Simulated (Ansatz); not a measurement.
CuGaSe2: energy against strain

CuGaSe2 (chalcopyrite, I-42d, 20.787 Å³/atom and stress up to 0.01 GPa in the relaxed cell, c along z) under a strain ε along a (axis x), the other axes held. LDA in Ansatz, a plane-wave DFT program (PAW, default set), 420 eV, 9×9×9 Γ-centred mesh, Fermi-Dirac smearing 0.05 eV; ions are relaxed, or left where forces stay under 0.02 eV/Å, within the symmetry of each cell.

Here s stands for strain and y for E less E0.

| strain (%) | E less E0 (meV/atom) |
|---|---|
| -3.00 | ? |
| -1.50 | 1.56 |
| -0.75 | 0.38 |
| 0.00 | 0.00 |
| 0.75 | 0.39 |
| 1.50 | 1.53 |

The 5 complete rows are fitted with a parabola, y against s. Least squares gives y = -0.001 - 0.0067·s + 0.6870·s². Residuals (row less fit): 0.005, -0.010, 0.001, 0.010, -0.005; standard error 0.011 (degrees of freedom: 2). Twice the quadratic coefficient over the volume, 2 × 0.6870 meV × 10⁴ × 0.1602 / 20.787 Å³, is the elastic constant C11 = 105.9 ± 0.8 GPa (± standard error of the fit, which holds the terms cut off).

Q: Estimate the missing y (s = -3.00); what did the run itself give?

A: y = -0.001 - 0.0067 × (-3.00) + 0.6870 × (-3.00)² = 6.202 meV/atom. The calculation gives 6.35 meV/atom, 0.148 meV/atom above the prediction (2.3 % of the range of y in the table). The row lies outside the fitted rows, so this is an extrapolation. From the scatter of the fitted rows alone, a prediction at this place has a standard error of 0.046 meV/atom, so the miss is 3.2 times that.

A polynomial of degree 3 through the 7 other runs of the series gives 6.34 there, so most of the miss is curvature that the fit leaves out. Rows are the converged runs of the series near zero and its far end; series whose fitted rows scatter by over a few per cent of the range, as at a crossing or softening among them, aren't shown in this form, nor equations of state whose B0' disagrees with the runs' pressures. Most that stay on the fit to the last digits aren't either.
